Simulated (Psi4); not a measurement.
Psi4 1.11, M06-2X/def2-svp: C/C([SiH3])=N\[Si@@H](C)[SiH2]O, 21 atoms. The geometry is a generated start, not checked to be a minimum at this level.

| Item | Result |
|---|---|
| task | gradient |
| method | m06-2x |
| basis | def2-svp |
| memory | 7 GB |
| scf_type | df (default) |
| guess | auto, which took SAD (default) |
| diis_max_vecs | 10 (default) |
| scf_initial_accelerator | adiis (default) |
| e_convergence | 1e-08 (default) |
| d_convergence | 1e-08 (default) |
| basis functions (reference run) | 189 |
| grid points (reference run) | 3765622 |

```xyz
21

C     -2.0473    -0.3281     1.3535
C     -1.6332     0.4656     0.1358
Si    -3.0106     1.5083    -0.6987
N     -0.4557     0.5336    -0.4071
Si     0.9384    -0.3190     0.1900
C      0.8976    -1.9842    -0.6099
Si     2.9599     0.7245    -0.3394
O      4.2665    -0.1435     0.2158
H     -1.5378     0.0654     2.2381
H     -3.1249    -0.2719     1.5308
H     -1.7862    -1.3820     1.2226
H     -3.9509     2.0226     0.3355
H     -3.8084     0.6685    -1.6343
H     -2.4742     2.6821    -1.4420
H      0.8060    -0.4513     1.6649
H      1.7273    -2.6105    -0.2671
H      0.9663    -1.9078    -1.6998
H     -0.0310    -2.5136    -0.3748
H      3.0476     2.0768     0.2679
H      3.1235     0.8685    -1.8079
H      5.1271     0.2959     0.1261
```
Charge 0, spin multiplicity 1.

The reference run has dft_radial_points = 200, dft_spherical_points = 974, dft_pruning_scheme = none (default); it is not itself proven converged. One run each, on a shared machine, so no times are given.

Settings tried, all else as in the reference:
- dft_radial_points = 99, dft_spherical_points = 590
- dft_radial_points = 150, dft_spherical_points = 770
- dft_radial_points = 99, dft_spherical_points = 590, dft_pruning_scheme = treutler
- dft_radial_points = 25, dft_spherical_points = 50
- dft_radial_points = 75 (default), dft_spherical_points = 302 (default)
- dft_radial_points = 75 (default), dft_spherical_points = 302 (default), dft_pruning_scheme = treutler
- dft_radial_points = 75 (default), dft_spherical_points = 302 (default), dft_pruning_scheme = robust
- dft_radial_points = 35, dft_spherical_points = 110
- dft_radial_points = 75 (default), dft_spherical_points = 434
- dft_radial_points = 99, dft_spherical_points = 590, dft_pruning_scheme = robust
- dft_radial_points = 50, dft_spherical_points = 194

Problem. Which of these stay within 0.10 meV/atom in energy, 1.0 meV/Å in forces (largest component) of the reference run?

Solution. Within it: dft_radial_points = 150, dft_spherical_points = 770. Outside: dft_radial_points = 99, dft_spherical_points = 590, dft_pruning_scheme = robust; dft_radial_points = 99, dft_spherical_points = 590; dft_radial_points = 75 (default), dft_spherical_points = 434; dft_radial_points = 75 (default), dft_spherical_points = 302 (default), dft_pruning_scheme = robust; dft_radial_points = 75 (default), dft_spherical_points = 302 (default); dft_radial_points = 99, dft_spherical_points = 590, dft_pruning_scheme = treutler; dft_radial_points = 75 (default), dft_spherical_points = 302 (default), dft_pruning_scheme = treutler; dft_radial_points = 50, dft_spherical_points = 194; dft_radial_points = 35, dft_spherical_points = 110; dft_radial_points = 25, dft_spherical_points = 50.

| setting | grid points | energy against the reference | difference in forces (largest component) |
|---|---|---|---|
| the reference | 3765622 | — | — |
| dft_radial_points = 150, dft_spherical_points = 770 | 2247396 | −0.0044 meV/atom | 0.57 meV/Å |
| dft_radial_points = 99, dft_spherical_points = 590, dft_pruning_scheme = robust | 794099 | +0.016 meV/atom | 6.2 meV/Å |
| dft_radial_points = 99, dft_spherical_points = 590 | 1140711 | +0.017 meV/atom | 6.3 meV/Å |
| dft_radial_points = 75 (default), dft_spherical_points = 434 | 639016 | +0.075 meV/atom | 14 meV/Å |
| dft_radial_points = 75 (default), dft_spherical_points = 302 (default), dft_pruning_scheme = robust | 303547 | +0.057 meV/atom | 15 meV/Å |
| dft_radial_points = 75 (default), dft_spherical_points = 302 (default) | 444963 | −0.042 meV/atom | 15 meV/Å |
| dft_radial_points = 99, dft_spherical_points = 590, dft_pruning_scheme = treutler | 587963 | −0.59 meV/atom | 47 meV/Å |
| dft_radial_points = 75 (default), dft_spherical_points = 302 (default), dft_pruning_scheme = treutler | 242563 | −0.68 meV/atom | 60 meV/Å |
| dft_radial_points = 50, dft_spherical_points = 194 | 193785 | +1.2 meV/atom | 66 meV/Å |
| dft_radial_points = 35, dft_spherical_points = 110 | 77231 | +50 meV/atom | 610 meV/Å |
| dft_radial_points = 25, dft_spherical_points = 50 | 25165 | −340 meV/atom | 1500 meV/Å |

Total energies are compared; such shifts often cancel in part in energy differences. The gradients leave out the derivatives of the grid weights. The tolerance is a choice made for this comparison.
